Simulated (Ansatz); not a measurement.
Consider VN in the rock salt structure (space group Fm-3m, No. 225; a = 4.073 Å). Axes: x, y, z lie along the cube axes.

The values are results of Kohn–Sham DFT with the PBEsol functional, run in Ansatz (a quantum-chemistry and plane-wave program) with PAW and 420 eV plane waves, spin-orbit coupling left out, not measurements.

For the base:

- Pressure: 0.0 GPa
- Shortest interatomic distance: 2.037 Å

It is then changed as follows: a pure shear with ε_xz = ε_zx = -0.0066; the atoms relax in the strained cell.

Question: What happens to the energy relative to the base, pressure and shortest interatomic distance?

Answer: The energy grows by 0.6 meV/atom; the pressure (mean of the normal stresses, compression positive) stays 0.0 GPa; the shortest interatomic distance stays 2.037 Å.

Without a gap, meshes like the base's 20×20×20 leave anisotropic stresses uncertain by several tenths of a GPa, and small strain energies with them. Whether these cells are dynamically stable was not tested. Starting moments died away, wholly or in part, for the base; another magnetic solution may exist. The final runs are not spin-polarised.
